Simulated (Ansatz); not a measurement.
Consider TiAl (space group P4/mmm, No. 123; a = 2.8127 Å, c = 4.0616 Å; relaxed with 0.1 eV smearing). Axes: x, y, z lie along a, b, c of the conventional cell.

Method: DFT with r2SCAN, PAW potentials and a 500 eV plane-wave cutoff in Ansatz (a first-principles code), no spin-orbit coupling.

It is then changed as follows: uniaxial strain ε_zz = +1.00 %, all other strain components held at zero; the atoms relax in the strained cell.

Q: Predict the stress tensor and what it implies for the stiffness.

A: Stress of the strained cell less that of the base (GPa, compression positive):
```
   -0.8     0.0     0.0
    0.0    -0.8     0.0
    0.0     0.0    -1.8
```

Then −Δσ_ii/ε with ε = 0.0100 gives relaxed-ion elastic constants: C33 ≈ 183 GPa, C13 ≈ 85 GPa and C23 ≈ 85 GPa.

No phonon test of stability was made. The final runs are not spin-polarised.
